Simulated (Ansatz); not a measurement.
# BaMoO3: Ba → Be

The reference is BaMoO3 in the cubic perovskite structure (space group Pm-3m, No. 221; a = 4.009 Å; a cell from a computed database, its experimental status unchecked).

One thing is altered: full substitution Ba → Be; the structure is relaxed again.

Computed with PBEsol (Ansatz, a first-principles code; PAW; 420 eV plane waves; spin-orbit coupling left out). k-mesh 12×12×12 (Γ-centred); smearing 0.05 eV (Fermi–Dirac).

The volume per atom shrinks by 1.52 Å³, from 12.89 Å³ to 11.37 Å³ and the density drops by 2.78 g/cm³ to 4.47 g/cm³. The lattice parameter a drops by 0.164 Å (4.009 Å → 3.845 Å) and the space group stays Pm-3m (No. 221). The shortest interatomic distance decreases by 0.082 Å, from 2.005 Å to 1.923 Å and the band gap stays zero.

Final structure:

```yaml
crystal:
  lattice:
    - [3.84522, 0.00000, 0.00000]
    - [0.00000, 3.84522, 0.00000]
    - [0.00000, 0.00000, 3.84522]
  atoms:
    - { symbol: Be, position: [0.50000, 0.50000, 0.50000] }
    - { symbol: Mo, position: [0.00000, 0.00000, 0.00000] }
    - { symbol: O, position: [0.00000, 0.50000, 0.00000] }
    - { symbol: O, position: [0.50000, 0.00000, 0.00000] }
    - { symbol: O, position: [0.00000, 0.00000, 0.50000] }
```

Cost of the whole job for the changed cell (relaxation, final SCF and bands): around 30 core-seconds (rough).

Stability against distortions was not tested. As relaxed here, BeMoO3 is a hypothetical phase, not in the database extracts checked. No Hubbard U is applied, and correlation can decide whether such a compound is a metal. All final runs are without spin polarisation. Many cubic perovskites are stable only at high temperature; tilts and polar distortions were not tested.
